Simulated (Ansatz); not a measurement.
Band structure of VFe3 (I4/mmm, 4 atoms in the cell).

```yaml
crystal:
  lattice:
    - [-2.04367, 2.04367, 2.89713]
    - [2.04367, -2.04367, 2.89713]
    - [2.04367, 2.04367, -2.89713]
  atoms:
    - { symbol: V, position: [0.50000, 0.50000, 0.00000], spin: 2.0 }
    - { symbol: Fe, position: [0.75000, 0.25000, 0.50000], spin: 4.0 }
    - { symbol: Fe, position: [0.25000, 0.75000, 0.50000], spin: 4.0 }
    - { symbol: Fe, position: [0.00000, 0.00000, 0.00000], spin: 4.0 }
```
(The spins are starting values, not results.)

Level of theory: PBEsol, PAW files made with PBE (plane waves; Ansatz, a quantum-chemistry and plane-wave program).

Settings: basis.ecutwfc = 30.9 Ry; kpoints.mp_grid.grid = 6 6 6; hamiltonian.xc = pbesol; hamiltonian.pseudopotentials = {kind: paw} (the program's default PAW files); magnetization.spin_polarized = true; scf.occupations.method = gaussian; scf.occupations.width = 0.02 Ry; kpoints.band_path.npoints = 8.

The starting cell comes from a database of computed structures (which also holds hypothetical and non-ambient phases and stackings), without a prior relaxation at this level. The magnetic order is the one reached from the typed start; others were not searched systematically. The program warned that a starting moment was not kept.

Levels in eV from the Fermi level, bands 30 to 37 of the first spin channel:
```json
[
 {"point": "Γ", "30": "-1.28", "31": "-0.95", "32": "-0.94", "33": "1.06", "34": "1.06", "35": "1.06", "36": "1.71", "37": "1.71"},
 {"point": "X", "30": "-1.24", "31": "-0.98", "32": "-0.78", "33": "0.04", "34": "0.45", "35": "0.46", "36": "0.58", "37": "1.32"},
 {"point": "Y", "30": "-1.15", "31": "-1.07", "32": "-0.68", "33": "-0.45", "34": "0.21", "35": "0.23", "36": "1.58", "37": "1.59"},
 {"point": "S", "30": "-1.19", "31": "-1.16", "32": "-0.71", "33": "-0.67", "34": "0.19", "35": "0.47", "36": "1.15", "37": "1.76"},
 {"point": "Z", "30": "-1.24", "31": "-0.97", "32": "-0.78", "33": "0.02", "34": "0.47", "35": "0.47", "36": "0.59", "37": "1.32"},
 {"point": "S1", "30": "-1.19", "31": "-1.16", "32": "-0.71", "33": "-0.67", "34": "0.19", "35": "0.47", "36": "1.15", "37": "1.76"},
 {"point": "N", "30": "-1.29", "31": "-0.82", "32": "-0.82", "33": "-0.22", "34": "0.53", "35": "0.54", "36": "1.50", "37": "1.51"},
 {"point": "P", "30": "-1.16", "31": "-1.08", "32": "-0.68", "33": "-0.45", "34": "0.23", "35": "0.23", "36": "1.58", "37": "1.58"},
 {"point": "Y1", "30": "-1.15", "31": "-1.07", "32": "-0.68", "33": "-0.45", "34": "0.21", "35": "0.23", "36": "1.58", "37": "1.59"}
]
```

Bands cross the Fermi level along this path, so the cell is metallic at this level.

The net moment of the cell came out as 5.08 μB.

Keys are those of Ansatz 0.2.
